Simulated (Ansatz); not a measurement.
## Input and output of a self-consistent single point for BaTiO₃ (Amm2, 5 atoms in the cell) (Ansatz)

Level of theory: LDA (PW92), default PAW files made with PBE (plane waves; Ansatz, a first-principles code).

Input as run:

Ansatz 0.2 input:
```yaml
crystal:
  lattice:
    - [4.003247, 0.000000, 0.000000]
    - [0.000000, 2.876908, 2.889717]
    - [0.000000, -2.876908, 2.889717]
  atoms:
    - { symbol: Ba, position: [0.000000, 0.012061, 0.012061] }
    - { symbol: Ti, position: [0.500000, 0.518500, 0.518500] }
    - { symbol: O, position: [0.500000, 0.978430, 0.491350] }
    - { symbol: O, position: [0.500000, 0.491350, 0.978430] }
    - { symbol: O, position: [0.000000, 0.488200, 0.488200] }
basis:
  ecutwfc: 420.0
kpoints:
  mp_grid:
    grid: [6, 6, 6]
hamiltonian:
  xc: lda
  pseudopotentials:
    kind: paw
scf:
  occupations:
    method: fixed
output:
  forces: true
  eigenvalues: true
  stress: true
```

Output (repeated stretches shortened):

```
WARN ansatz: RAYON_NUM_THREADS=1 ignored (pool sized by the plan → 1); use --threads N
Pseudopotentials: kind: paw
Pseudopotential: Ba, paw, valence charge 10
Pseudopotential: Ti, paw, valence charge 12
Pseudopotential: O, paw, valence charge 6
Crystal: 5 atoms, lattice volume = 66.562 Å³
Basis set: ecut = 420 eV, 1341 PW (Γ)
Bands: 25, of which v1, the nominal top of the filled ones, is band 20 counted from 1 (19 counted from 0)
Symmetry: 4 space group operations
Space group: Amm2 (ITA 38), of the structure as read, at distance tolerance 4.1e-5 Å
k-points: 52 of 216 (time reversal used)
PAW frozen core: Ba, regenerated for the run's functional, and the local potential with it
PAW frozen core: Ti, regenerated for the run's functional, and the local potential with it
PAW frozen core: O, regenerated for the run's functional, and the local potential with it
Initial density: superposition of atomic densities (neutral atoms: chi_scale 0, normalization atom), corrected by the library's trained network
Initial wavefunctions: pseudopotential atomic-orbital guess
Eigensolver: davidson
Functional: x = slater, c = lda
SCF iter   1: F=—  HF=-9904.366317 eV  |F-HF|=—  |Δ(HF+E_count)|=         —  Δρ=1.92e-2  dr2=2.43e-1  ethr=1.77e-3  ⟨swp⟩=4.5  Hψ=5509  notcnv=0  defer=112
all-band conjugate gradients solve this SCF's bands
preconditioner: auto → Resta (q_TF=auto, 2.506 Å⁻¹)
SCF iter   2: F=—  HF=-9904.333471 eV  |F-HF|=—  |Δ(HF+E_count)|=   3.28e-2  Δρ=1.18e-2  dr2=8.22e-2  ethr=6.07e-4  ⟨swp⟩=2.1  Hψ=2350  notcnv=0  defer=105
SCF iter   3: F=—  HF=-9904.318861 eV  |F-HF|=—  |Δ(HF+E_count)|=   1.46e-2  Δρ=2.87e-3  dr2=3.93e-3  ethr=2.05e-4  ⟨swp⟩=2.4  Hψ=1894  notcnv=0  defer=114
SCF iter   4: F=—  HF=-9904.317882 eV  |F-HF|=—  |Δ(HF+E_count)|=   9.79e-4  Δρ=8.05e-4  dr2=2.96e-4  ethr=9.82e-6  ⟨swp⟩=2.3  Hψ=2369  notcnv=0  defer=152
SCF iter   5: F=—  HF=-9904.317848 eV  |F-HF|=—  |Δ(HF+E_count)|=   3.31e-5  Δρ=3.74e-4  dr2=8.15e-5  ethr=7.39e-7  ⟨swp⟩=2.0  Hψ=1947  notcnv=0  defer=156
SCF iter   6: F=—  HF=-9904.317832 eV  |F-HF|=—  |Δ(HF+E_count)|=   1.63e-5  Δρ=9.42e-5  dr2=5.85e-6  ethr=2.04e-7  ⟨swp⟩=2.1  Hψ=1929  notcnv=0  defer=53
SCF iter   7: F=—  HF=-9904.317833 eV  |F-HF|=—  |Δ(HF+E_count)|=   7.70e-7  Δρ=6.82e-5  dr2=3.47e-6  ethr=1.46e-8  ⟨swp⟩=2.1  Hψ=2165  notcnv=0  defer=58
SCF iter   8: F=—  HF=-9904.317832 eV  |F-HF|=—  |Δ(HF+E_count)|=   5.43e-7  Δρ=2.54e-5  dr2=4.49e-7  ethr=8.66e-9  ⟨swp⟩=2.0  Hψ=1310  notcnv=0  defer=53
SCF iter   9: F=-9904.317832 eV  HF=-9904.317832 eV  |F-HF|=5.91e-9  |Δ(HF+E_count)|=   8.10e-8  Δρ=3.41e-6  dr2=7.48e-9  ethr=2.50e-10  ⟨swp⟩=11.0  Hψ=7538  notcnv=0
SCF 1 converged in 9 iterations: F = -9904.317832 eV  dr2 = 7.48e-9
SCF converged after 9 iterations
Free energy (F): -9904.317832 eV
Harris-Foulkes:  -9904.317832 eV  (|F-HF|=5.91e-9)
Internal energy: -9904.317832 eV  (E = F + TS)
E sigma→0 (E₀):  -9904.317832 eV
Fermi energy:    9.397865 eV
--- Per-component energies (eV) ---
  E_band       = -170.632813
  E_kinetic    = 962.332913
  E_local      = -2167.092520  (includes V_loc(G=0)·N_el)
  E_nonlocal   = 216.095778
  E_hartree    = 837.132465
  E_xc         = -483.848118
  E_vxc        = -540.804517  (∫ρ·V_xc dr)
  E_paw        = -6494.507411  (= ΣΔE_a)
  E_vpaw       = -315.435160  (= ΣTr[D̂ρ^β])
  E_aug_tail   = 0.007470  (compensation charges beyond the density's cutoff)
  E_ewald      = -2775.337639
  E_core_change = 0.899230  (= ΣΔE_core)
  E_smearing   = -0.000000  (= −TS)
  E_closure    = -0.000000  (closes the sum)
  Σ components = -9904.317832   (vs F -9904.317832, Δ=0.00e0)
--- Forces (eV/Å), atoms counted from 1 ---
  atom   1  Ba     0.00000000     0.00000000    -0.13656619
  atom   2  Ti    -0.00000000     0.00000000     0.58670422
  atom   3  O     -0.00000000    -0.20489778    -0.22104876
  atom   4  O     -0.00000000     0.20489778    -0.22104876
  atom   5  O     -0.00000000     0.00000000    -0.00805932
  max |Σ_I F_I| component: 1.88e-5 eV/Å
--- Stress (GPa, compression-positive) ---
      -11.482449       0.000000       0.000000
        0.000000     -11.443982      -0.000000
        0.000000      -0.000000     -10.964881
  P = ⅓ Tr σ = -11.2971 GPa (-112.971 kbar)
  The stress holds the Pulay correction. Without it, at fixed plane waves, as pw.x and ABINIT print it: P = -12.0263 GPa
--- Band table (eV; the first three rows and the last of 52) ---
  k-point 0: bands = ["-46.4093", "-22.9879", "-22.9848", "-22.9358", "-15.2989", "-7.0642", "-6.3913", "-6.3387", "-0.4495", "-0.4439", "-0.4165", "7.1014", "7.1299", "7.1624", "8.0083", "8.0791", "8.2849", "8.8928", "8.9230", "9.0027", "11.4842", [...]
  k-point 1: bands = ["-46.4092", "-22.9971", "-22.9857", "-22.9354", "-15.2753", "-7.0783", "-6.3779", "-6.3300", "-0.4145", "-0.3809", "-0.3436", "6.6985", "7.0508", "7.0950", "7.7479", "7.8718", "8.1119", "8.5325", "8.7768", "8.9188", "11.5852", [...]
  k-point 2: bands = ["-46.4088", "-23.0178", "-22.9850", "-22.9345", "-15.2272", "-7.1775", "-6.3302", "-6.2456", "-0.3473", "-0.3074", "-0.1420", "5.9188", "6.8591", "6.8867", "7.4057", "7.6109", "7.7556", "7.9391", "8.5771", "8.7323", "11.6443", [...]
  k-point 51: bands = ["-46.4071", "-23.0241", "-23.0208", "-22.9820", "-15.0724", "-6.2244", "-6.2069", "-6.1131", "-1.1490", "-1.0851", "-1.0605", "5.0463", "5.7854", "5.8013", "6.9811", "7.0179", "7.0387", "9.2293", "9.3642", "9.3979", "13.5199", [...]
```

The run converged in 9 iterations.

The starting cell comes from a database of computed structures (which also holds hypothetical and non-ambient phases and stackings), without a prior relaxation at this level. Its lattice was rescaled by up to half a per cent. One atom was moved a little off its site on purpose. With a pressure of about -11 GPa the cell is away from its equilibrium volume at this level. Ansatz's pressure includes its estimate of the finite-basis (Pulay) stress. Without the estimate this run gives -12.03 GPa.
